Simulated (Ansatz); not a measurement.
SnGe (model structure, started from the PtS type, P4₂/mmc, No. 131, 4 atoms in the cell)

Method: PBEsol in Ansatz (PAW).

Run with plane-wave cutoff 500 eV, 10×10×6 k mesh (along the axes of the cell as run), Fermi–Dirac smearing 0.05 eV, scalar-relativistic PAW data made under PBE.

Cell (relaxed at this level):

```
CELL_PARAMETERS angstrom
      3.92394     0.00000     0.00000
      0.00000     3.92394     0.00000
      0.00000     0.00000     7.38348
ATOMIC_POSITIONS crystal
  Sn 0.00000 0.50000 0.00000
  Sn 0.50000 0.00000 0.50000
  Ge 0.00000 0.00000 0.25000
  Ge 0.00000 0.00000 0.75000
```

* **band gap**: zero (no gap)

Note: the relaxation could raise the start's symmetry but not lower it, so the cell can be a saddle point.

Spin–orbit coupling is not included.

A model structure was made by putting elements into a prototype or built by hand; it is no filed structure, need not be a known phase, and can be a saddle point held by its symmetry.

Ansatz is a quantum-chemistry and plane-wave program.
